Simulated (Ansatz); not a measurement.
**PtS2, pressure series**

The reference is PtS2 in the CdI2 type structure (space group P-3m1, No. 164; a = 3.552 Å, c = 5.128 Å; layered, stacked along the Cartesian z axis).

Cell and atoms are relaxed at each pressure.

The values are results of r2SCAN+rVV10/PAW in Ansatz (a program for electronic structure), no spin-orbit coupling, not measurements.

```csv
change,volume per atom,band gap
base,18.68 Å³,0.80 eV
pressure −1 GPa,19.72 Å³,?
pressure 0.3 GPa,18.46 Å³,0.71 eV
pressure 0.7 GPa,18.20 Å³,0.61 eV
pressure 1.5 GPa,17.77 Å³,?
pressure 3 GPa,17.17 Å³,0.22 eV
pressure 5 GPa,?,zero
pressure 7.5 GPa,?,zero
pressure 10 GPa,15.71 Å³,zero
```

Q: Complete the table.

A: 
- pressure −1 GPa, band gap: 1.07 eV
- pressure 1.5 GPa, band gap: 0.46 eV
- pressure 5 GPa, volume per atom: 16.61 Å³
- pressure 7.5 GPa, volume per atom: 16.10 Å³

A case with no gap was solved on a k-mesh chosen for an insulator, which is coarse for it. Spin-orbit coupling, missing from the scalar runs, can matter with Pt. Load acts through the strain it causes; cell and atoms are relaxed under it. Whether these cells are dynamically stable was not tested. No other phases were tried under pressure. All final runs are without spin polarisation. A zero or small gap of PtS2 under pressure 3 GPa, PtS2 under pressure 5 GPa, PtS2 under pressure 7.5 GPa and PtS2 under pressure 10 GPa can be the functional's error rather than a property of the material.
